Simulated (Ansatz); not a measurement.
LuAsO4 (I4₁/amd, No. 141, 12 atoms in the cell; start COD 9011135) was calculated with PBEsol (PAW; Ansatz, a first-principles code).

Settings: plane-wave cutoff 520 eV, 8×8×8 k mesh, Fermi–Dirac smearing 0.01 eV, scalar-relativistic PAW data made under PBE.

Cell (relaxed at this level):

```xyz
12
Lattice="-3.4781 3.4781 3.1109 3.4781 -3.4781 3.1109 3.4781 3.4781 -3.1109" Properties=species:S:1:pos:R:3 pbc="T T T"
Lu     0.0000     0.0000     0.0000
Lu     0.0000     3.4781     1.5555
As     3.4781     0.0000     1.5555
As     0.0000     0.0000     3.1109
O      1.2749     0.0000     4.2306
O      3.4781     1.2749     2.6751
O      2.2033     3.4781     1.1197
O      3.4781    -1.2749     2.6751
O      4.7530     0.0000     0.4358
O      3.4781     2.2033    -1.1197
O      2.2033     0.0000     0.4358
O      0.0000     1.2749     1.9913
```

Task: What does this level give for the band gap and bulk modulus?

Result: 
- band gap = 3.82 eV (on the SCF k mesh)
- bulk modulus = 142 GPa

Note: the relaxation could not lower the start's symmetry, so the cell can be a saddle point above a distorted one; the bulk modulus is −V dP/dV from two relaxed cells at ±2 % in volume.

Spin–orbit coupling is not included.

Computed values are for the static lattice.

Cost on a shared machine: very roughly 7 core-minutes.
